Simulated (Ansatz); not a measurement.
NiSi2 is taken in the cubic space group Fm-3m (No. 225), Pearson symbol cF12. Cell: a = b = c = 5.445 Å, α = β = γ = 90.00°. Ni on 4a is surrounded by 8 Si at 2.358 Å (cubic). Si on 8c has 4 Ni at 2.358 Å and 6 Si at 2.722 Å. (Neighbours: up to the widest gap in distance over summed covalent radii, below 1.35, at either atom; cation-cation and far metal-metal contacts left out.)
(The calculation used a cell of 3 atoms; values per cell refer to that cell.)

The run noted for some of its cells that some bands missed the eigensolver's tolerance.

Q: By how much do the lattice constants and the volume change from 300 K to 625 K (quasi-harmonic lattice dynamics, DFT at the PBE level (Ansatz, an electronic-structure program)), and how far does the bulk modulus soften?

A: a by 0.42 %, the volume by 1.26 %; B_T goes from 135 to 127 GPa. Whether this phase is the stable one at each condition was not tested.
